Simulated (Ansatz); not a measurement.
# How the c axis length of GePt (model structure, started from the CoSn type, P6/mmm, No. 191, 6 atoms in the cell) moves with the method

No measured value is used here.

```tsv
level (code)	value (Å)
LDA (Ansatz)	3.932
PBE (Ansatz)	3.986
PBEsol (Ansatz)	3.970
PBE-D3(BJ) (Ansatz)	3.946
```

Density-functional levels without +SOC have no spin–orbit coupling. PBE-D3(BJ): a distance lies near a switch of the dispersion term, which can move the cell. Ansatz's density-functional and Hartree–Fock values are scalar-relativistic unless marked +SOC, with PAW data made under PBE.

A model structure was made by putting elements into a prototype or built by hand; it is no filed structure, need not be a known phase, and can be a saddle point held by its symmetry.

Ansatz is an electronic-structure program.
